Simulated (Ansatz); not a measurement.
Start from BeS in the zinc blende structure (space group F-43m, No. 216; a = 4.869 Å). Axes: x, y, z lie along the cube axes.

Computed with DFT with r2SCAN, PAW potentials and a 500 eV plane-wave cutoff in Ansatz (an electronic-structure program), no spin-orbit coupling.

Strains are applied to the cell and any free atomic positions relax.

One change was made to it. Results:

```json
[
 {"quantity": "band gap", "base": "3.59 eV", "after": "3.54 eV"},
 {"quantity": "electron mass", "base": "0.79 mₑ along k, 0.29 mₑ across (at X)", "after": "0.78 mₑ along k, 0.29 mₑ across (at X)"},
 {"quantity": "valence-band top at Γ (three highest levels, from the VBM)", "base": "0.00, 0.00, 0.00 eV", "after": "0.00, 0.00, -0.11 eV"},
 {"quantity": "energy relative to the base (free energy F)", "base": "0 meV/atom", "after": "+2.9 meV/atom"}
]
```

Q: Which change produced these results?
(A) uniaxial strain ε_zz = +2.00 %
(B) uniaxial strain ε_zz = +2.50 %
(C) uniaxial strain ε_zz = +1.50 %

A: A, uniaxial strain ε_zz = +2.00 %. For comparison, the valence-band top at Γ in the other runs: uniaxial strain ε_zz = +1.50 % gives 0.00, 0.00, -0.08 eV; uniaxial strain ε_zz = +2.50 % gives 0.00, 0.00, -0.14 eV.

Masses are band curvatures over ±0.01 Å⁻¹ around the edge. Along k means along the line from Γ to the band edge. Stability against distortions was not tested.
